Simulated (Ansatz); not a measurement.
The starting structures come from a database of crystals and need not be the phases stable at ambient conditions.

Where the default PAW files enter, the runs use the earlier of Ansatz's two default sets.

By PBEsol, the system below comes out a metal.

The ballistic (Sharvin) conductance counts the channels at the Fermi level: G/A = (e²/h) × channels of both spins per area.

```xyz
4
Lattice="4.0878 0.0000 0.0000 0.0000 4.0878 0.0000 0.0000 0.0000 4.0878" Properties=species:S:1:pos:R:3 pbc="T T T"
Sc     0.0000     0.0000     0.0000
Al     2.0439     0.0000     2.0439
Al     0.0000     2.0439     2.0439
Al     2.0439     2.0439     0.0000
```

Space group of this cell: Pm-3m, Cu3Au type. The cell is taken as given; by PBEsol its mean pressure is -1.1 GPa.

The current flows along the normal of the first two printed cell vectors, the (001) plane of the conventional cell. No spin-orbit coupling; the value is a mean over 0.1 eV about the Fermi level.

Problem. Predict the ballistic conductance per area from PBEsol (Ansatz, a program for electronic structure).

Solution. 0.58 × 10¹⁵ S/m² for both spins.
